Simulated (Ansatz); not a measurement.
# Ti (P6_3/mmc): band-structure transport figures

Input:

```
Ti
1.0
    2.93731     0.00000     0.00000
   -1.46865     2.54378     0.00000
    0.00000     0.00000     4.65487
Ti
2
Direct
  0.33333   0.66667   0.25000
  0.66667   0.33333   0.75000
```

These are PBE, rigid bands (plane waves, PAW, scalar-relativistic; Ansatz, a program for electronic structure) values and carry that method's errors. Condition of this run: functional PBE, cell relaxed with it. Geometry: cell and atoms relaxed with PBE.

```yaml
density of states at the Fermi level: 1.86 states/(eV·cell), both spins
bare Sommerfeld coefficient: 2.2 mJ/(mol of atoms·K²)
drude_plasma_energy: 3.8 (x), 3.8 (y), 3.9 (z) eV
root-mean-square Fermi velocity: 3.2e5 m/s
resistivity times τ: 34 (x), 34 (y), 33 (z) ×10⁻²² Ω·m·s
```

A metal at this level (no band gap); rigid bands, thermally averaged at 300 K, both spins. Spin-orbit coupling is left out. τ is one relaxation time for all states.
